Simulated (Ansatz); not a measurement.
A computed series for LaWN3: pressure series

Take LaWN3 (space group R3c, No. 161; a = 5.648 Å, c = 13.729 Å (hexagonal axes); a cell from a computed database, its experimental status unchecked) as the base.

Cell and atoms are relaxed at each pressure.

Level of theory: Ansatz (an electronic-structure program) PBEsol, scalar-relativistic without spin-orbit coupling.

```tsv
pressure (GPa)	volume per atom (Å³/atom)
-2	12.773
-1	12.706
0	12.641
0.3	12.624
0.7	?
1.5	12.549
5	12.351
7.5	12.223
10	12.104
```

Task: Fit the third-order Birch–Murnaghan form P(V) = (3B₀/2)[(V₀/V)^(7/3) − (V₀/V)^(5/3)]·[1 + (3/4)(B₀′ − 4)((V₀/V)^(2/3) − 1)] (squares taken in P) to the rows shown and predict the withheld row.

Result: Least squares on the printed values gives V₀ = 12.642 Å³/atom, B₀ = 200 GPa, B₀′ = 6.6; this predicts 12.598 Å³/atom, and the run gives 12.598 Å³/atom, in agreement.

Load acts through the strain it causes; cell and atoms are relaxed under it. No phonon test of stability was made. Competing high-pressure phases were not computed.
